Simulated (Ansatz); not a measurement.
Defect: interstitial Li in monoclinic ZrO2 strained by +1.5 % along x and y, z held, charge state +1. All values below come from PBE, PAW (plane waves to 420 eV; Ansatz, a first-principles code).

96-site cell at the strained lattice (strain from the relaxed PBE one, atoms relaxed), the Γ point alone, smearing 0.01 eV, spin-restricted, no finite-size correction. Energies are static. The charge state is imposed; whether it is stable for some Fermi level was not computed. Sites that were not tried may lie lower.

Barriers: single points on a 2×2×2 k-point mesh shifted by half a step at the bands' geometries.

The step: one Li atom jumps by itself. Atoms about the jump, Cartesian Å from the middle of the jump, before and after:

| atom | x0 | y0 | z0 | x1 | y1 | z1 |
|---|---|---|---|---|---|---|
| Li1 | -0.23 | -0.87 | 1.32 | 0.23 | 0.87 | -1.32 |
| O2 | 1.09 | 0.39 | 1.42 | 1.10 | 0.41 | 1.43 |
| O3 | -1.27 | 0.01 | -0.21 | -1.27 | 0.07 | -0.27 |
| O4 | 1.60 | -0.42 | -1.24 | 1.55 | -0.39 | -1.24 |
| O5 | 0.61 | -2.21 | 0.39 | 0.63 | -2.29 | 0.34 |
| Zr6 | -0.14 | -1.58 | -1.57 | -0.16 | -1.70 | -1.56 |
| Zr7 | -0.62 | 1.70 | 1.09 | -0.66 | 1.60 | 1.20 |
| Zr8 | 2.45 | -1.09 | 0.65 | 2.34 | -1.08 | 0.68 |
| O9 | -0.87 | -0.04 | -2.91 | -0.82 | -0.01 | -2.85 |
| O10 | 0.63 | 3.10 | 0.34 | 0.61 | 3.03 | 0.35 |
| O11 | 1.08 | 2.26 | -2.30 | 1.07 | 2.21 | -2.25 |
| O12 | -1.73 | -0.07 | 2.38 | -1.79 | -0.02 | 2.39 |
| Zr13 | 2.81 | 1.09 | -1.98 | 2.91 | 1.09 | -2.01 |
| O14 | -1.72 | -2.71 | -0.58 | -1.75 | -2.72 | -0.58 |
| O15 | -1.74 | 2.62 | -0.59 | -1.75 | 2.61 | -0.58 |
| Zr16 | -2.98 | -1.10 | 0.68 | -2.91 | -1.08 | 0.69 |
| O17 | 3.98 | 0.05 | -0.31 | 3.94 | 0.03 | -0.31 |
| Zr18 | -2.46 | 1.09 | -1.97 | -2.52 | 1.10 | -1.97 |
| Zr19 | 1.88 | 1.08 | 3.33 | 1.90 | 1.09 | 3.33 |
| O20 | 0.18 | 2.29 | 2.99 | 0.16 | 2.27 | 3.05 |
| O21 | 1.08 | -3.08 | -2.28 | 1.09 | -3.10 | -2.31 |
| O22 | 3.48 | -0.03 | 2.34 | 3.48 | -0.04 | 2.34 |
| Zr23 | -0.64 | -3.79 | 1.11 | -0.62 | -3.76 | 1.12 |

Problem. Predict the transition state.

Solution. 
| atom | x | y | z |
|---|---|---|---|
| Li1 | 0.39 | -0.03 | -0.06 |
| O2 | 1.13 | 0.46 | 1.42 |
| O3 | -1.35 | 0.16 | -0.25 |
| O4 | 1.60 | -0.46 | -1.28 |
| O5 | 0.59 | -2.13 | 0.33 |
| Zr6 | -0.16 | -1.73 | -1.71 |
| Zr7 | -0.73 | 1.74 | 1.23 |
| Zr8 | 2.49 | -1.15 | 0.69 |
| O9 | -0.88 | -0.11 | -2.93 |
| O10 | 0.58 | 3.11 | 0.40 |
| O11 | 1.06 | 2.21 | -2.25 |
| O12 | -1.80 | 0.03 | 2.39 |
| Zr13 | 2.82 | 1.08 | -1.98 |
| O14 | -1.72 | -2.69 | -0.65 |
| O15 | -1.79 | 2.69 | -0.53 |
| Zr16 | -2.94 | -1.04 | 0.69 |
| O17 | 3.96 | 0.03 | -0.29 |
| Zr18 | -2.46 | 1.10 | -1.96 |
| Zr19 | 1.88 | 1.09 | 3.32 |
| O20 | 0.14 | 2.30 | 3.05 |
| O21 | 1.09 | -3.15 | -2.33 |
| O22 | 3.48 | -0.05 | 2.35 |
| Zr23 | -0.61 | -3.70 | 1.09 |
It lies 0.96 eV above the start and 0.96 eV above the end. The saddle point's order was not checked.
